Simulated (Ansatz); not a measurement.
RuSi, response to strain

Take RuSi (space group P2_13, No. 198; a = 4.706 Å) as the base. Axes: x, y, z lie along the cube axes.

Strains are applied to the cell and any free atomic positions relax; under stress the whole cell relaxes.

Levels (all Ansatz, an electronic-structure program, PAW, earlier PAW set): r2SCAN (500 eV, no spin-orbit coupling); HSE06 (420 eV, no spin-orbit coupling).

Band gaps by level, all at the geometries relaxed with r2SCAN:

```csv
case,r2SCAN,HSE06
base,0.31 eV,0.78 eV
"strain tensor (xx, yy, zz, yz, xz, xy) = (−0.12, +3.14, +1.43, +0.49, −0.04, −1.34) %",0.18 eV,0.60 eV
"uniaxial stress, 3 GPa tension along z",0.23 eV,0.65 eV
```

Single points use the geometry relaxed with r2SCAN. The hybrid gap comes from the SCF mesh plus the semilocal run's edge points and a few special points and is an upper bound. Stability under load was not tested beyond the relaxation. The zero or small gap of RuSi under strain tensor (xx, yy, zz, yz, xz, xy) = (−0.12, +3.14, +1.43, +0.49, −0.04, −1.34) % and RuSi under uniaxial stress, 3 GPa tension along z can change with the level of theory.
